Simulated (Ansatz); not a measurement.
**RuP: pressure series**

The reference is RuP (space group Pnma, No. 62; a cell from a computed database, its experimental status unchecked).

```xyz
8
Lattice="5.4912 0.0000 0.0000 0.0000 3.1178 0.0000 0.0000 0.0000 6.1446" Properties=species:S:1:pos:R:3 pbc="T T T"
P      3.7889     0.7794     0.3897
P      1.7023     2.3383     5.7549
P      4.4479     2.3383     3.4619
P      1.0433     0.7794     2.6826
Ru     2.7238     0.7794     4.3331
Ru     2.7674     2.3383     1.8115
Ru     0.0218     2.3383     1.2608
Ru     5.4694     0.7794     4.8837
```

Cell and atoms are relaxed at each pressure.

The values are results of PBEsol in Ansatz (plane waves to 420 eV, PAW, no SOC), not measurements.

Notes on the quantities. enthalpy: H = E + PV relative to the base's energy.

```json
[
 {"change": "base", "volume per atom": "13.15 Å³", "enthalpy": "–"},
 {"change": "pressure 0.3 GPa", "volume per atom": "13.13 Å³", "enthalpy": "+0.02 eV/atom"},
 {"change": "pressure 0.7 GPa", "volume per atom": "(withheld)", "enthalpy": "+0.06 eV/atom"},
 {"change": "pressure 1.5 GPa", "volume per atom": "13.07 Å³", "enthalpy": "+0.12 eV/atom"},
 {"change": "pressure 3 GPa", "volume per atom": "12.98 Å³", "enthalpy": "+0.24 eV/atom"}
]
```

Q: What belongs in the blanks?

A: 
- pressure 0.7 GPa, volume per atom: 13.11 Å³

Load acts through the strain it causes; cell and atoms are relaxed under it. Whether these cells are dynamically stable was not tested. All final runs are without spin polarisation.

Ansatz is a quantum-chemistry and plane-wave program.
